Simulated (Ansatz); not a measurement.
## Effect of pressure 15 GPa on Ge

The reference is Ge in the diamond structure (space group Fd-3m, No. 227; a = 5.676 Å).

One thing is altered: cell and atoms relaxed at a pressure of 15 GPa.

All numbers come from PBEsol/PAW in Ansatz (a quantum-chemistry and plane-wave program), scalar-relativistic without spin-orbit coupling. Γ-centred 14×14×14 mesh, Fermi–Dirac width 0.05 eV.

| quantity | base | changed | shift |
|---|---|---|---|
| volume per atom | 22.86 Å³ | 19.59 Å³ | -3.27 Å³ |
| density | 5.28 g/cm³ | 6.16 g/cm³ | +0.88 g/cm³ |
| lattice parameter a | 5.676 Å | 5.391 Å | -0.285 Å |
| enthalpy H = E + PV relative to the base's energy | – | +1.97 eV/atom | – |
| band gap | zero | 0.25 eV | – |
| gap character | absent | indirect, Γ → Γ–X (80 % along) | – |
| electron mass | – | 0.93 mₑ along k, 0.17 mₑ across (off the special points) | – |
| hole mass (degenerate bands, along [100]) | – | 0.060, 0.19, 0.19 mₑ (at Γ) | – |
| valley order (the lowest conduction-band minima on the path, energy above the VBM, named in the base's zone) | – | a point along ⟨100⟩, about 0.9 Å⁻¹ from Γ 0.25 eV; L along ⟨111⟩ 0.59 eV; Γ 1.36 eV | – |

Cost of the whole job for the changed cell (relaxation, final SCF and bands): about 23 core-seconds (a rough figure).

Load acts through the strain it causes; cell and atoms are relaxed under it. Effective masses come from finite differences of ±0.01 Å⁻¹. Along k means along the line from Γ to the band edge. Stability against distortions was not tested. Measured, Ge leaves this structure (for the β-tin structure) near 10.6 GPa (room temperature; as listed in arXiv:1906.07825). A zero or small gap of Ge can be the functional's error rather than a property of the material.
